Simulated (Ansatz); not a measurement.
The parent structure is CdS in the zinc blende structure (space group F-43m, No. 216; a = 5.757 Å).

Computed with LDA, PAW, 420 eV (Ansatz, a quantum-chemistry and plane-wave program; scalar-relativistic without spin-orbit coupling).

Strains are applied to the cell and any free atomic positions relax.

One change was made to it. Results:

The band gap drops by 0.19 eV, from 0.95 eV to 0.76 eV; the energy increases by 37 meV/atom; the electron mass goes from 0.10 mₑ (at Γ) to 0.089 mₑ (at Γ).

Question: Which of these changes matches the shifts?
A) isotropic strain −2.00 %
B) isotropic strain +3.00 %
C) isotropic strain +0.50 %

Answer: B, isotropic strain +3.00 %. For comparison, the band gap in the other runs: isotropic strain −2.00 % gives 1.07 eV; isotropic strain +0.50 % gives 0.92 eV.

Effective masses come from finite differences of ±0.01 Å⁻¹. Stability against distortions was not tested.
